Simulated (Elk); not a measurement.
Elk run on CaCu4As2 (R-3m, 7 atoms in the cell): self-consistent single point.

Computed with LDA (PW92), all-electron FP-LAPW, Elk's shipped species files, default APW+lo basis run with Elk.

```
CELL_PARAMETERS angstrom
      2.00849     1.15960     7.36538
     -2.00849     1.15960     7.36538
      0.00000    -2.31921     7.36538
ATOMIC_POSITIONS crystal
  Ca 0.00000 0.00000 0.00000
  Cu 0.14454 0.14454 0.14454
  Cu 0.85546 0.85546 0.85546
  Cu 0.56134 0.56134 0.56134
  Cu 0.43866 0.43866 0.43866
  As 0.25217 0.25217 0.25217
  As 0.74783 0.74783 0.74783
```

Reference input (self-consistent single point, DFT, PBEsol, all-electron FP-LAPW, Elk's shipped species files, default APW+lo basis): xctype = 22; rgkmax = 7; stype = 0; swidth = 0.00999582 Ha; ngridk = 5 5 5; rmtscf = 0.88. This run's input differs from it in these lines:

```diff
@@ -4,3 +4,3 @@
 xctype
-  22
+  3
```

Output (repeated stretches shortened):

```
│ Self-consistent loop started │
│ Loop number : 1 │
 total energy                :     -11725.4423853
│ Loop number : 2 │
 total energy                :     -11734.0179495
RMS change in Kohn-Sham potential (target) :   0.6178349284     (  0.1000000000E-05)
Absolute change in total energy (target)   :    8.575564214     (  0.1000000000E-03)
│ Loop number : 3 │
 total energy                :     -11770.5510265
RMS change in Kohn-Sham potential (target) :   0.3345870396     (  0.1000000000E-05)
Absolute change in total energy (target)   :    38.67696796     (  0.1000000000E-03)
│ Loop number : 4 │
   [... lines left out ...]
Absolute change in total energy (target)   :   0.1896740592E-02 (  0.1000000000E-03)
│ Loop number : 16 │
 total energy                :     -11804.8921592
RMS change in Kohn-Sham potential (target) :   0.1571378929E-05 (  0.1000000000E-05)
Absolute change in total energy (target)   :   0.1629708895E-03 (  0.1000000000E-03)
│ Loop number : 17 │
 total energy                :     -11804.8920765
RMS change in Kohn-Sham potential (target) :   0.8566656800E-06 (  0.1000000000E-05)
Absolute change in total energy (target)   :   0.4197750968E-04 (  0.1000000000E-03)
Convergence targets achieved

│ Loop number : 18 │

Energies :
 Fermi                       :     0.303202128673
 total energy                :     -11804.8920121

Density of states at Fermi energy :    44.67504788
 (states/Hartree/unit cell)

Estimated indirect band gap :   0.6075693540E-03
 from k-point     16 to k-point      4
Estimated direct band gap   :   0.2494118027E-01
 at k-point      1

Charges :
 core                        :    94.00000000
 valence                     :    108.0000000
 interstitial                :    11.86800701
 muffin-tins (core leakage)
  species :    1 (Ca)
   atom    1                 :    17.81984606     (  0.3360391645E-06)
  species :    2 (Cu)
   atom    1                 :    27.67731182     (  0.8290748650E-03)
   atom    2                 :    27.67731182     (  0.8290748650E-03)
   [... lines left out ...]
  species :    3 (As)
   atom    1                 :    30.78084111     (  0.8486819159E-03)
   atom    2                 :    30.78084111     (  0.8486819159E-03)
 total in muffin-tins        :    190.1319930
 total calculated charge     :    201.9744521
 total charge                :    202.0000000
 error                       :   0.2554790769E-01

│ Self-consistent loop stopped │
```

The run converged in 18 iterations. The count includes the last loop, which Elk runs after its targets are met. 

The starting cell comes from a database of computed structures (which also holds hypothetical and non-ambient phases and stackings), without a prior relaxation at this level. Its lattice was rescaled by a random factor within 2.5 % of one. Spin polarisation is off. Values depend on the basis (sphere radii, cutoffs, local orbitals), which need not be converged. The run gives no clean gap (levels at the Fermi energy touch, overlap or are partly filled at this smearing), which alone does not show that the compound is a metal. The log's line on a gap gives a spacing of levels on this mesh, which the program prints for metals too.

Cost on one core of a shared machine: roughly 40 s.
